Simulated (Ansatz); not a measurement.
# Worked sum: formation energy of the neutral Cu_i in Si (diamond, Fd-3m)

We look at the formation energy of the neutral Cu_i in Si (diamond, Fd-3m). Reaction: 64 Si (diamond) + Cu (fcc) → cell A.

A: a supercell of 64 sites of Si (diamond, Fd-3m) with Cu off the lattice sites (10 Si at 2.44–2.75 Å); an odd number of electrons; spin state with PBE: no moments.

Method: Ansatz (a first-principles code), PAW, neutral cells at 0 K with nuclei at rest, on structures from PBE. Ansatz runs with its default PAW set. Other levels take these structures. The lattices are those relaxed with PBE, so at other levels the solids can be strained, which adds to the spread. Larger cells are relaxed from a start prepared with the learned potential CHGNet till forces fall under 0.03 eV/Å, which some starts already meet. A dispersion term (D3(BJ), or D4 for r2SCAN) was computed beside these levels and is taken off wherever the name lacks it. The PAW files were made for PBE and serve at the other functionals too. Space groups of crystals are read within 0.01 Å. Mesh and cell size may move defect energies by 0.1 eV or more. Cell A has symmetry P-43m within 0.02 Å and got no random move, so less symmetric positions, which may lie lower, weren't tried.

Total energies of the cells in eV, at zero smearing width. They compare only within one column; the weights balance every element.

| cell | atoms | weight | r2SCAN | RPBE |
|---|---|---|---|---|
| A: Si:Cu_i | 65 | +1 | -47529.72557 | -47518.45554 |
| Si (diamond) | 64 | −1 | -40900.05066 | -40889.60060 |
| Cu (fcc) | 1 | −1 | -6631.22729 | -6630.36091 |

r2SCAN: (-47529.72557) − (-40900.05066) − (-6631.22729) = 1.552 eV.

RPBE: (-47518.45554) − (-40889.60060) − (-6630.36091) = 1.506 eV.

What follows from the r2SCAN value: With the reservoirs of the reaction as written, and without entropy terms or charged states, the share of sites that hold the defect in equilibrium is exp(−1.55 eV/k_BT) = 1.5×10^-8 at 1000 K.
